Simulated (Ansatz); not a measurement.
Levels about the gap of amorphous Si24O49Zn (74 atoms in a cell of 1113 Å³, 2.27 g/cm³; zone centre alone, so wide bands show as single levels with stretches between that a denser mesh fills), at the geometry that PBE relaxed, where it gives 0.0 GPa on a denser mesh. The participation number counts the atoms over which a state spreads; weights are charges in smoothed Voronoi cells. The levels come from a single point, so bond lengths are those of that geometry. Method of the levels: PBE, scalar-relativistic without spin-orbit coupling (Ansatz, a program for electronic structure). Sampling: the zone centre alone; Fermi-Dirac width 0.02 eV; no spin polarisation. At PBE the levels at the filled edge of the gap are localised (band-tail or defect states), and the nearest spread-out levels lie 5.1 eV apart at the zone centre.

The cell was made by melting and quenching with the CHGNet potential and then relaxed with DFT. O atoms were pushed apart under 1.9 Å during the dynamics, to hinder bonds among them. The hot cell started wider than the set density and was brought back towards it in steps. It is the lowest in DFT energy of 2 quenches. It is a model cell: composition and starting density were chosen by hand, and all elements were melted together. No dispersion term was used. Its density started from a set value of 2.27 and ended at 2.27 g/cm³. The quench (nominally 480 K/ps over its main leg) was far faster than any real one, so the model tends to hold more defects than a real film. Values belong to this one cell and scatter from quench to quench. The volume was held where the preparation left it and the shape relaxed, at a PBE pressure of 0.0 GPa.

```json
[
 {"E - E(highest filled), eV": "-0.71", "filling": "filled", "participation number": "15.9", "largest on": "O, 2 neighbours", "weight O": "0.95", "weight Si": "0.04", "weight Zn": "0.00"},
 {"E - E(highest filled), eV": "-0.62", "filling": "filled", "participation number": "21.6", "largest on": "O, 2 neighbours", "weight O": "0.94", "weight Si": "0.04", "weight Zn": "0.02"},
 {"E - E(highest filled), eV": "-0.59", "filling": "filled", "participation number": "10.1", "largest on": "O, 2 neighbours", "weight O": "0.95", "weight Si": "0.04", "weight Zn": "0.01"},
 {"E - E(highest filled), eV": "-0.52", "filling": "filled", "participation number": "16.0", "largest on": "O, 2 neighbours", "weight O": "0.93", "weight Si": "0.04", "weight Zn": "0.03"},
 {"E - E(highest filled), eV": "-0.44", "filling": "filled", "participation number": "11.2", "largest on": "O, 2 neighbours", "weight O": "0.92", "weight Si": "0.04", "weight Zn": "0.04"},
 {"E - E(highest filled), eV": "-0.33", "filling": "filled", "participation number": "5.4", "largest on": "O, 2 neighbours", "weight O": "0.89", "weight Si": "0.04", "weight Zn": "0.07"},
 {"E - E(highest filled), eV": "0.00", "filling": "filled", "participation number": "2.5", "largest on": "O, 2 neighbours", "weight O": "0.91", "weight Si": "0.04", "weight Zn": "0.06"},
 {"E - E(highest filled), eV": "4.54", "filling": "empty", "participation number": "49.1", "largest on": "Zn, 3 neighbours", "weight O": "0.66", "weight Si": "0.25", "weight Zn": "0.08"},
 {"E - E(highest filled), eV": "5.76", "filling": "empty", "participation number": "7.6", "largest on": "Zn, 3 neighbours", "weight O": "0.51", "weight Si": "0.15", "weight Zn": "0.33"},
 {"E - E(highest filled), eV": "6.13", "filling": "empty", "participation number": "24.8", "largest on": "Si, 4 neighbours", "weight O": "0.62", "weight Si": "0.38", "weight Zn": "0.01"},
 {"E - E(highest filled), eV": "6.28", "filling": "empty", "participation number": "29.7", "largest on": "Si, 4 neighbours", "weight O": "0.61", "weight Si": "0.39", "weight Zn": "0.00"},
 {"E - E(highest filled), eV": "6.46", "filling": "empty", "participation number": "17.6", "largest on": "Zn, 3 neighbours", "weight O": "0.63", "weight Si": "0.19", "weight Zn": "0.18"},
 {"E - E(highest filled), eV": "6.52", "filling": "empty", "participation number": "31.7", "largest on": "Si, 4 neighbours", "weight O": "0.65", "weight Si": "0.35", "weight Zn": "0.00"},
 {"E - E(highest filled), eV": "6.72", "filling": "empty", "participation number": "44.3", "largest on": "O, 2 neighbours", "weight O": "0.71", "weight Si": "0.28", "weight Zn": "0.01"}
]
```

Most localised among these is the filled level at +0.00 eV, on a O atom, which has 2 neighbours (Si 1.61 Å, Zn 1.82 Å).
